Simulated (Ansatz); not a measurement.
For GePd (model structure, started from the CoSn type, P6/mmm, No. 191, 6 atoms in the cell), PBE-D3(BJ) in Ansatz (plane waves, PAW) gives:

| Quantity | Result |
|---|---|
| equilibrium lattice constant a | 5.533 Å |
| lattice parameter c | 3.983 Å |
| cohesive energy | 4.37 eV/atom |

**Question.** What does r²SCAN in Ansatz (plane waves, PAW) give for the same quantities?

**Answer.** 
- lattice constant a: 5.546 Å (increases by 0.2 %)
- lattice parameter c: 3.988 Å (goes up by 0.1 %)
- cohesive energy: 4.13 eV/atom (shrinks by 0.24 eV/atom)

Changes are worked out from the printed values.

Unless a cell is named, each level is at its own relaxed cell (PBE-D3(BJ) 17.60, r²SCAN 17.71 Å³/atom).

The crystal itself was run without spin with PBE-D3(BJ), r²SCAN; a magnetic state was not tried in these runs.

Caveats: a distance lies near a switch of the dispersion term, which can move the cell (PBE-D3(BJ)). Ansatz's density-functional and Hartree–Fock values are scalar-relativistic unless marked +SOC, with PAW data made under PBE.

A model structure was made by putting elements into a prototype or built by hand; it is no filed structure, need not be a known phase, and can be a saddle point held by its symmetry.

Ansatz is a first-principles code.
